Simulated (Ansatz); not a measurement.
Given:

```
HfO2
1.0
    3.55802     0.00000     0.00000
    0.00000     3.55802     0.00000
    0.00000     0.00000     5.17186
Hf O
2 4
Direct
  0.50000   0.50000   0.50000
  0.00000   0.00000   0.00000
  0.00000   0.50000   0.69721
  0.00000   0.50000   0.19721
  0.50000   0.00000   0.80279
  0.50000   0.00000   0.30279
```

Space group of this cell: P4_2/nmc. The cell is taken as given; by r2SCAN its mean pressure is 4.1 GPa.

Method: r2SCAN (plane waves, PAW; Ansatz, an electronic-structure program).

The current runs along the normal of the first two printed vectors; no spin-orbit coupling. Scaled by the factor s: the length along the current (ions clamped). Meshes 8×8×6 and 8×8 across the current in all rows.

```csv
s,mean pressure (GPa),band gap (eV)
0.97,12.4,5.05
1.00,4.1,5.31
1.03,-3.0,?
```

**Question.** Take the slope of the band gap against ln s from the two given rows, extrapolate to s = 1.03, and say what the run there gives.

**Answer.** Slope = (5.05 − 5.31) / ln 0.97 = 8.54 eV. The line gives 5.31 + (8.54) × ln 1.03 = 5.56 eV. The run gives 5.13 eV, 0.43 eV under the line, 171 % of the predicted step.
